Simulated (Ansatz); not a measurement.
The parent structure is TlAs in the CsCl type structure (space group Pm-3m, No. 221; a hypothetical phase, not in the database extracts checked; relaxed with 0.1 eV smearing).

```xyz
2
Lattice="3.6016 0.0000 0.0000 0.0000 3.6016 0.0000 0.0000 0.0000 3.6016" Properties=species:S:1:pos:R:3 pbc="T T T"
Tl     0.0000     0.0000     0.0000
As     1.8008     1.8008     1.8008
```

Cartesian axes are those of the cell as printed.

Computed with PBEsol (Ansatz, an electronic-structure program), scalar-relativistic without spin-orbit coupling.

Strains are applied to the cell and any free atomic positions relax; under biaxial strain the out-of-plane vector relaxes too.

One change was made to it. Results:

```tsv
quantity	base	after
pressure (mean of the normal stresses, compression positive)	0.0 GPa	-2.3 GPa
shortest interatomic distance	3.119 Å	3.129 Å
energy relative to the base (free energy F)	0 meV/atom	+8.1 meV/atom
```

Question: Which change produced these results?
A) strain tensor (xx, yy, zz, yz, xz, xy) = (+2.13, +1.94, +0.44, +1.05, +0.10, −0.64) %
B) isotropic strain −1.54 %
C) biaxial strain +2.13 %, plane normal [111], relaxed out of plane
D) biaxial strain −0.84 %, plane normal [110], relaxed out of plane
E) isotropic strain −2.55 %

Answer: A, strain tensor (xx, yy, zz, yz, xz, xy) = (+2.13, +1.94, +0.44, +1.05, +0.10, −0.64) %. For comparison, the energy relative to the base in the other runs: biaxial strain −0.84 %, plane normal [110], relaxed out of plane gives +0.4 meV/atom; isotropic strain −1.54 % gives +9.6 meV/atom; biaxial strain +2.13 %, plane normal [111], relaxed out of plane gives +4.0 meV/atom; isotropic strain −2.55 % gives +27 meV/atom.

Stability against distortions was not tested. All final runs are without spin polarisation.
